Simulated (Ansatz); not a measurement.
Data:

```
CdSiP2
1.0
   -2.84621     2.84621     5.26212
    2.84621    -2.84621     5.26212
    2.84621     2.84621    -5.26212
Cd Si P
2 2 4
Direct
  0.75000   0.25000   0.50000
  0.00000   0.00000   0.00000
  0.25000   0.75000   0.50000
  0.50000   0.50000   0.00000
  0.17017   0.12500   0.54517
  0.57983   0.62500   0.45483
  0.37500   0.82983   0.95483
  0.87500   0.42017   0.04517
```

No spin polarisation.

All numbers come from PBE (Ansatz, a program for electronic structure), without spin-orbit coupling. Γ-centred 8×8×8 mesh, Fermi–Dirac width 0.05 eV.

Q: What band gap does the calculation give?

A: 1.39 eV.

Q: Predict the space group.

A: I-42d (No. 122).

The cells carry an imposed strain or load. No phonon test of stability was made. The cell was made from CdSiP2 in the chalcopyrite structure (space group I-42d, No. 122) by this change: isotropic strain −0.55 %.
